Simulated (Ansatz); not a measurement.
Start from TiO2 in the anatase structure (space group I4_1/amd, No. 141; a = 3.778 Å, c = 9.589 Å).

Computed with Kohn–Sham DFT with the r2SCAN functional, run in Ansatz (an electronic-structure program) with PAW and 500 eV plane waves, no SOC, earlier PAW set.

Before the change:

| Quantity | Value |
|---|---|
| Band gap | 2.53 eV |
| Lattice parameter a | 3.778 Å |
| Gap character | indirect, Γ–X (87 % along) → Γ |

The change: cell and atoms relaxed at a pressure of 10 GPa.

Q: How does this affect the band gap?

A: The band gap drops by 0.06 eV, from 2.53 eV to 2.47 eV.

Q: How does this affect the lattice parameter a?

A: The lattice parameter a shrinks by 0.027 Å, from 3.778 Å to 3.751 Å.

Q: Predict the new gap character.

A: The gap character is still indirect, Γ–X (87 % along) → Γ.

Load acts through the strain it causes; cell and atoms are relaxed under it. Stability against distortions was not tested. No other phases were tried under pressure. The final runs are not spin-polarised.
